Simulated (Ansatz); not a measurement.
**WSe2: energy against strain**

WSe2 (2H layered, P6_3/mmc, 18.695 Å³/atom at rest, c along z) under a strain ε along c (axis z), the other axes held. PBEsol-D3(BJ) in Ansatz, a plane-wave DFT program (PAW, default set), 420 eV, 12×12×3 Γ-centred mesh, Fermi-Dirac smearing 0.05 eV; ions are relaxed within the symmetry of each cell.

Here s stands for strain and y for E less E0.

| strain (%) | E less E0 (meV/atom) |
|---|---|
| -1.20 | 0.95 |
| -0.60 | 0.23 |
| 0.00 | 0.00 |
| 0.60 | 0.21 |
| 1.20 | 0.82 |
| 3.00 | ? |

Taking a parabola for y over the 5 complete rows: Least squares gives y = -0.001 - 0.0467·s + 0.6151·s². Residuals (row less fit): 0.009, -0.018, 0.001, 0.018, -0.009; standard error 0.020 (degrees of freedom: 2). Twice the quadratic coefficient over the volume, 2 × 0.6151 meV × 10⁴ × 0.1602 / 18.695 Å³, is the elastic constant C33 = 105 ± 3 GPa.

### Question
What does the fit predict for y at s = 3.00, and how far is the calculated value from it?

### Answer
y = -0.001 - 0.0467 × 3.0 + 0.6151 × 3.0² = 5.395 meV/atom. The calculation gives 4.61 meV/atom, 0.785 meV/atom below the prediction (17.0 % of the range of y in the table). The row lies outside the fitted rows, so this is an extrapolation. From the scatter of the fitted rows alone, a prediction at this place has a standard error of 0.130 meV/atom, so the miss is 6.0 times that.

One order more, fitted to all 11 runs of the series, follows each within 0.01, so the miss is the next term of a smooth law. Rows are the converged runs of the series near zero and its far end; series whose fitted rows scatter by over a few per cent of the range, as at a crossing or softening among them, aren't shown in this form. Most that stay on the fit to the last digits aren't either.
